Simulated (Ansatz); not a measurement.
The starting structures come from a database of crystals and need not be the phases stable at ambient conditions.

 Where the default PAW files enter, the runs use the earlier of Ansatz's two default sets.

Inside the gap of an insulator the Bloch states are evanescent, with a wavenumber k + iκ along the transport direction.

```yaml
crystal:
  lattice:
    - [4.35952, 0.00000, 0.00000]
    - [0.00000, 7.31153, 0.00000]
    - [2.17976, 0.00000, 3.77546]
  atoms:
    - { symbol: Sr, position: [0.00000, 0.00000, 0.00000] }
    - { symbol: Cd, position: [0.33333, 0.36513, 0.33333] }
    - { symbol: Cd, position: [0.66667, 0.63487, 0.66667] }
    - { symbol: P, position: [0.66667, 0.25433, 0.66667] }
    - { symbol: P, position: [0.33333, 0.74567, 0.33333] }
```

Space group of this cell: P-3m1. The cell is taken as given; by PBEsol its mean pressure is -2.3 GPa.

Transport runs along the normal of the first two printed cell vectors, the (100) plane of the conventional cell.

The gap is the functional's own. No spin-orbit coupling. Mid-gap values are interpolated on the energy grid.

Predict the band gap and the smallest decay constant κ at mid-gap from Ansatz (a quantum-chemistry and plane-wave program) with PBEsol.

Gap 0.64 eV on a 8×4×8 mesh; κ = 0.050 1/Å, at the zone centre.
